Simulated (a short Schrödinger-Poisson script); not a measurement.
System: MOS inversion layer, Al2O3 on p-type Ge(111), at 400 K.

```
layer  material  thickness (nm)  Na (cm⁻³)
-----  --------  --------------  ---------
1         Al2O3             1.9          -
2            Ge             860     2.3e17
```

Constants are typed, rounded textbook-type inputs, not results; the design itself was drawn at random and stands for no fabricated device. Al2O3: permittivity 9, conduction-band edge (eV) 2.65, gap (eV) 6.8, electron mass (mₑ) 0.3. Ge: permittivity 16, conduction-band edge (eV) 0, gap (eV) 0.664, Nv at 300 K (cm⁻³) 6e18.

Channel valleys (confinement mass, in-plane density-of-states mass, number): L1 1.59, 0.08, 1; L3 0.09, 0.34, 3. At the gate the conduction-band edge of layer 1 lies 2.76 eV − eVg above the Fermi level of the channel; the field vanishes at the back. Gaps are held at their typed values at every temperature. Mesh 0.03 nm at interfaces.

From a short Schrödinger-Poisson script (our own, NumPy): 1D Poisson equation in equilibrium, electrons quantum, Hartree (BenDaniel-Duke, 12 states a valley, the channel's in-plane mass for all, wave functions ending at the dielectric), parabolic valleys, classical holes, full ionisation, no traps, pinning or gate leakage.

The same stack at other levels of the model or other numerical settings:

```csv
run,sheet density of all electrons at Vg = 0.85 V (cm⁻²),sheet density of all electrons at Vg = 0.25 V (cm⁻²),capacitance at Vg = 0.85 V (μF/cm²),centroid of the channel electrons at Vg = 0.85 V (nm),rough cost against the base
base,1.04e13,1.32e12,2.70,2.38,about 1
"electrons treated as classical, Boltzmann",1.49e13,2.19e12,3.76,0.80,0.04
"electrons treated as classical, Fermi-Dirac",1.32e13,2.09e12,3.22,1.23,0.2
mesh six times as coarse,1.04e13,1.33e12,2.70,2.37,0.3
one subband a valley,(withheld),1.20e12,(withheld),(withheld),0.5
```

### Question
What belongs in the gaps?

### Answer

- one subband a valley, sheet density of all electrons at Vg = 0.85 V (cm⁻²): 1.00e13
- one subband a valley, centroid of the channel electrons at Vg = 0.85 V (nm): 2.33
- one subband a valley, capacitance at Vg = 0.85 V (μF/cm²): 2.64

The classical rows ignore confinement, and Boltzmann statistics overrate the density once the band edge passes the Fermi level.

Only the L valleys are kept; under strong confinement the Δ valleys of Ge fill too.
